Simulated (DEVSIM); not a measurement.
System: Ni/Si3N4/p-Ge capacitor, at 300 K.

| layer (left to right) | material | thickness (nm) | Na (cm⁻³) |
|---|---|---|---|
| 1 | Si3N4 | 2.40 | - |
| 2 | Ge | 6200 | 9.2e15 |

Metal gate on the left, work function 5.1 eV. Fixed charge at the semiconductor interface -1.1e10 cm⁻² (in units of +e); no interface traps.

The device is made up for the run: typed textbook-type constants, with dimensions and the other settings drawn at random. Values at 300 K.

```
parameter      Si3N4       Ge
-------------  -----  -------
gap (eV)         5.1    0.664
affinity (eV)    2.1        4
permittivity     7.5       16
Nc (cm⁻³)          -  1.04e19
Nv (cm⁻³)          -     6e18
```

DEVSIM, 1D Poisson equation in equilibrium, Boltzmann statistics, complete ionisation; no quantum confinement or tunnelling. Metal contacts follow the ideal Schottky-Mott rule: no Fermi-level pinning, no interface dipoles.

Problem. Tabulate band edges, carrier densities and field at 0.85 V on the gate.

Solution. Energies count from the Fermi level of the right contact; mesh points crowd at the junctions.

```
x (μm)     Ec (eV)  Ev (eV)  n (cm⁻³)  p (cm⁻³)  field (V/cm)
---------  -------  -------  --------  --------  ------------
0.000        2.150   -2.950     < 1e2     < 1e2         47000
0.0009200    2.154   -2.946     < 1e2     < 1e2         47000
0.001840     2.159   -2.941     < 1e2     < 1e2         47000
0.002814     0.262   -0.402    4.1e14    1.1e12         21000
0.005591     0.268   -0.396    3.3e14    1.3e12         21000
0.01073      0.278   -0.386    2.2e14    2.0e12         20000
0.02192      0.300   -0.364    9.4e13    4.6e12         19000
0.05841      0.362   -0.302    8.6e12    5.1e13         15000
0.1259       0.440   -0.224    4.2e11    1.1e15          8300
0.2730       0.492   -0.172    5.6e10    7.9e15           800
0.5937       0.496   -0.168    4.8e10    9.2e15           ≈ 0
1.639        0.496   -0.168    4.7e10    9.2e15           ≈ 0
3.495        0.496   -0.168    4.7e10    9.2e15           ≈ 0
4.962        0.496   -0.168    4.7e10    9.2e15           ≈ 0
5.769        0.496   -0.168    4.7e10    9.2e15           ≈ 0
6.004        0.496   -0.168    4.7e10    9.2e15           ≈ 0
6.109        0.496   -0.168    4.7e10    9.2e15           ≈ 0
6.160        0.496   -0.168    4.7e10    9.2e15           ≈ 0
6.188        0.496   -0.168    4.7e10    9.2e15           ≈ 0
6.197        0.496   -0.168    4.7e10    9.2e15           ≈ 0
6.200        0.496   -0.168    4.7e10    9.2e15           ≈ 0
6.202        0.496   -0.168    4.7e10    9.2e15           ≈ 0
```
